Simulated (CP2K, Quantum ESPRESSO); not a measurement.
A CP2K input for a self-consistent single point of BiSbPd2 (P-6m2, 4 atoms in the cell) (DFT PBEsol, GPW, DZVP-MOLOPT-SR-GTH basis, GTH-PBE potentials (GTH_POTENTIALS)):

```
&GLOBAL
  PROJECT bulk
  RUN_TYPE ENERGY_FORCE
  PRINT_LEVEL MEDIUM
&END GLOBAL
&FORCE_EVAL
  METHOD Quickstep
  STRESS_TENSOR ANALYTICAL
  &DFT
    BASIS_SET_FILE_NAME BASIS_MOLOPT
    POTENTIAL_FILE_NAME GTH_POTENTIALS
    &QS
      METHOD GPW
      EPS_DEFAULT 1E-10
    &END QS
    &MGRID
      CUTOFF 500
      REL_CUTOFF 40
      NGRIDS 5
    &END MGRID
    &SCF
      SCF_GUESS ATOMIC
      EPS_SCF 1E-6
      MAX_SCF 100
      ADDED_MOS 8
      &DIAGONALIZATION
        ALGORITHM STANDARD
      &END DIAGONALIZATION
      &MIXING
        METHOD BROYDEN_MIXING
        ALPHA 0.3
        NBUFFER 10
      &END MIXING
      &SMEAR ON
        METHOD FERMI_DIRAC
        ELECTRONIC_TEMPERATURE [K] 1160.45
      &END SMEAR
    &END SCF
    &KPOINTS
      SCHEME MONKHORST-PACK 6 6 4
      GAMMA_CENTERED T
    &END KPOINTS
    &XC
      &XC_FUNCTIONAL
        &PBE
          PARAMETRIZATION PBESOL
        &END PBE
      &END XC_FUNCTIONAL
    &END XC
    &PRINT
      &MO
        EIGENVALUES T
        OCCUPATION_NUMBERS T
        NDIGITS 8
        FILENAME mo
        &EACH
          QS_SCF 0
        &END EACH
        ADD_LAST NUMERIC
      &END MO
      &MULLIKEN ON
      &END MULLIKEN
    &END PRINT
  &END DFT
  &SUBSYS
    &CELL
      A 4.05167500 0.00000000 0.00000000
      B -2.02583700 3.50885300 0.00000000
      C 0.00000000 0.00000000 5.50445400
      PERIODIC XYZ
    &END CELL
    &COORD
      SCALED
      Sb       0.66666700     0.33333300     0.00000000
      Bi       0.00000000     0.00000000     0.50000000
      Pd       0.33333300     0.66666700     0.75651000
      Pd       0.33333300     0.66666700     0.24349000
    &END COORD
    &KIND Sb
      BASIS_SET DZVP-MOLOPT-SR-GTH-q5
      POTENTIAL GTH-PBE-q5
    &END KIND
    &KIND Bi
      BASIS_SET DZVP-MOLOPT-SR-GTH-q5
      POTENTIAL GTH-PBE-q5
    &END KIND
    &KIND Pd
      BASIS_SET DZVP-MOLOPT-SR-GTH-q18
      POTENTIAL GTH-PBE-q18
    &END KIND
  &END SUBSYS
  &PRINT
    &FORCES ON
    &END FORCES
    &STRESS_TENSOR ON
    &END STRESS_TENSOR
  &END PRINT
&END FORCE_EVAL
```

**Question.** Give the Quantum ESPRESSO input for the same structure, mesh, smearing and functional.

**Answer.** One input that does it (others would too):

```fortran
&CONTROL
 calculation = 'scf',
 prefix = 'scf',
 outdir = './tmp',
 pseudo_dir = './',
 tprnfor = .true.,
 tstress = .true.,
/
&SYSTEM
 ibrav = 4,
 celldm(1) = 7.65655557,
 celldm(3) = 1.3585626623,
 nat = 4,
 ntyp = 3,
 ecutwfc = 85,
 occupations = 'smearing',
 smearing = 'fermi-dirac',
 degauss = 0.0073499,
/
&ELECTRONS
 conv_thr = 1.0d-10,
 mixing_beta = 0.4,
/
ATOMIC_SPECIES
Sb   121.7600  Sb.upf
Bi   208.9804  Bi.upf
Pd   106.4200  Pd.upf
ATOMIC_POSITIONS {crystal}
Sb    0.66666667    0.33333333    0.00000000
Bi    0.00000000    0.00000000    0.50000000
Pd    0.33333333    0.66666667    0.75651000
Pd    0.33333333    0.66666667    0.24349000
K_POINTS {automatic}
6 6 4  0 0 0
```

Basis settings and potentials, where a program has them, do not carry over. This input uses DFT, PBEsol, plane waves, PseudoDojo standard norm-conserving (PBESOL) pseudopotentials.

The starting cell comes from a database of computed structures (which also holds hypothetical and non-ambient phases and stackings), without a prior relaxation at this level. Its lattice was rescaled by a random factor within 2.5 % of one. For this run, on top of that: lattice scaled by 0.98.
